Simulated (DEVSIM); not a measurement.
Structure: GaAs p-n junction from an implanted or diffused profile, at 400 K.

```
layer (left to right)  material  thickness (μm)  Nd (cm⁻³)  τn (s)  τp (s)
---------------------  --------  --------------  ---------  ------  ------
1                          GaAs            25.0     4.8e15    2e-8    2e-8
```

Added acceptor profile: 4.7e17 cm⁻³ × exp(−(x − 0 μm)²/(2·(0.085 μm)²)). Left contact: ohmic. Right contact: ohmic. Voltage is applied to the left contact. Recombination: SRH at mid-gap, Auger. Mobility is μmin + (μ − μmin)/(1 + (N/Nref)^α).

Constants are typed, rounded textbook-type inputs, not results; the design itself was drawn at random and stands for no fabricated device. Values at 300 K; Nc and Nv go as T^1.5, mobilities as T to minus their exponent, the gap by Varshni's rule with the affinity fixed.

```csv
parameter,GaAs
gap (eV),1.424
affinity (eV),4.07
permittivity,12.9
Nc (cm⁻³),4.7e17
Nv (cm⁻³),9e18
μn (cm²/Vs),8500
μp (cm²/Vs),400
"μn,min",500
"μp,min",20
"Nref,n",6e16
"Nref,p",1.5e17
αn,0.39
αp,0.38
T exponent of μn,2.1
T exponent of μp,2.2
Cn (cm⁶/s),1e-30
Cp (cm⁶/s),1e-30
Varshni α (eV/K),0.000541
Varshni β (K),204
```

Simulated with DEVSIM: 1D drift-diffusion, Boltzmann statistics, complete ionisation; no tunnelling, impact ionisation, image-force lowering or self-heating.

Base results: dark forward voltage at 100 A/cm² (V) 1.028; dark forward voltage at 1 A/cm² (V) 0.786; potential step across the device at zero bias (V) 1.087.

### Question
What follows from this one change: temperature 400 → 300 K?

### Answer
dark forward voltage at 100 A/cm² 1.028 → 1.164 V; dark forward voltage at 1 A/cm² 0.786 → 0.997 V; potential step across the device at zero bias 1.087 → 1.229 V.

### Question
What follows from this one change: minority lifetime in layer 1 2e-08 → 6e-10 s?

### Answer
dark forward voltage at 100 A/cm² little changed (1.032 V); dark forward voltage at 1 A/cm² 0.786 → 0.761 V; potential step across the device at zero bias little changed (1.087 V).

### Question
What follows from this one change: straggle of the profile 0.085 → 0.043 μm?

### Answer
dark forward voltage at 100 A/cm² 1.028 → 1.010 V; dark forward voltage at 1 A/cm² 0.786 → 0.766 V; potential step across the device at zero bias little changed (1.087 V).

### Question
What follows from this one change: doping Nd of layer 1 4.8e+15 → 1.4e+14 cm^-3?

### Answer
dark forward voltage at 100 A/cm² 1.028 → 1.350 V; dark forward voltage at 1 A/cm² 0.786 → 0.760 V; potential step across the device at zero bias 1.087 → 0.966 V.

### Question
What follows from this one change: peak of the profile 4.7e+17 → 9.4e+16 cm^-3?

### Answer
dark forward voltage at 100 A/cm² 1.028 → 0.973 V; dark forward voltage at 1 A/cm² 0.786 → 0.724 V; potential step across the device at zero bias 1.087 → 1.030 V.
